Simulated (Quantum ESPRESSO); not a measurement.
Quantum ESPRESSO is run on ScBi₃ (I4/mmm, 4 atoms in the cell), and the run fails. The aim is a zone-centre phonon calculation with DFT, LDA (PW92), plane waves, PseudoDojo standard norm-conserving (LDA) pseudopotentials.

The self-consistent step had converged with these keywords: prefix = pwscf; ecutwfc = 80 Ry; occupations = smearing; smearing = gauss; degauss = 0.0036749 Ry; potentials = {Sc: Sc.upf, Bi: Bi.upf}; K_POINTS = automatic 5 5 5 1 1 1; conv_thr = 1e-10 Ry. The next shown step is ph.x.

This input was run:

```fortran
phonons at the zone centre
&INPUTPH
   prefix = 'calc',
   outdir = './work',
   tr2_ph = 1.0d-14,
   fildyn = 'dyn.G',
/
0.0 0.0 0.0
```

Output, abridged:

```
     Reading xml data from directory:

     ./work/calc.save/
     Message from routine qexsd_readschema :
     xml data file ./work/calc.save/data-file-schema.xml not found

 %%%%%%%%%%%%%%%%%%%%%%%%%%%%%%%%%%%%%%%%%%%%%%%%%%%%%%%%%%%%%%%%%%%%%%%%%%%%%%
     Error in routine read_xml_file (1):
     fatal error reading xml file
 %%%%%%%%%%%%%%%%%%%%%%%%%%%%%%%%%%%%%%%%%%%%%%%%%%%%%%%%%%%%%%%%%%%%%%%%%%%%%%

     stopping ...
```

From the messages shown, name the fault and mend the input.

The fault is another prefix in a later step of the chain. A later step finds the saved data by prefix and folder. To fix it, use one prefix throughout. The program stopped in the step ph.x before computing anything there.

On the sound input: the starting cell comes from a database of computed structures (which also holds hypothetical and non-ambient phases and stackings), without a prior relaxation at this level. Its lattice was rescaled by a random factor within 2.5 % of one. With a pressure of about -7 GPa the cell is away from its equilibrium volume at this level.
